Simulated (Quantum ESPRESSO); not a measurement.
Quantum ESPRESSO 7.5, DFT, PBE, plane waves, PseudoDojo 0.5 standard norm-conserving PBE (local tails restored to the Coulomb form): fcc Pd with a vacancy, atoms displaced (Pd7), unrelaxed at the host's lattice constant, 7 atoms. Basis and mesh were picked for this test and aren't claimed converged.

```yaml
cell: 5.50, 5.50, 5.50 Å; 60, 60, 60°
distance_to_the_nearest_atom: 2.55 to 2.67 Å
task: scf
k mesh: 3×3×3
ecutwfc: 82 Ry
ecutrho: 328 Ry
occupations: smearing
smearing: mv
degauss: 0.02 Ry
conv_thr: 7e-09 Ry
tprnfor: true
tstress: false
k-point pools (-nk): 8
diagonalization: david (default)
k-points computed: 14
bands: 76
electrons: 126
G-vectors of the density: 79423
FFT grid: 60×60×60
```

Settings of this run: mixing_mode = plain, mixing_beta = 0.7, mixing_ndim = 4; 8 ranks.

```tsv
SCF iteration	band solver's avg # of iterations (first pass)	estimated scf accuracy (Ry)
1	4.9	2.07615597
2	2.2	2.75731756
3	2.0	2.88170989
4	1.0	0.10711205
5	2.0	0.31295395
6	1.4	0.01669841
7	5.4	0.00999391
8	1.8	0.00367246
9	5.5	0.00304545
10	2.1	0.00262325
11	1.3	0.00078988
12	1.0	0.00007993
13	2.0	0.00004862
14	2.1	0.00023509
…	…	…
51	2.1	0.00000045
52	2.0	0.00000021
53	2.1	0.00000019
54	2.1	0.00000062
55	2.0	0.00000041
56	2.0	0.00000023
57	2.0	0.00000024
58	2.0	0.00000037
…	…	…
93	2.0	0.00000029
94	2.0	0.00000013
95	2.0	0.00000040
96	2.0	0.00000046
97	2.0	0.00000023
98	2.0	0.00000018
99	2.0	0.00000023
100	2.0	0.00000056
```

It was not converged after the 100 iterations allowed.

Problem. What should be changed so that self-consistency is reached?

Solution. This is not unique; one that fits is mixing_ndim = 8 (default) (16 SCF iterations) or mixing_ndim = 16 (16 SCF iterations), all else kept. With more settings changed, the fewest of all runs of this system: mixing_mode = local-TF, mixing_ndim = 8 (default) (10). Counts are of single runs.
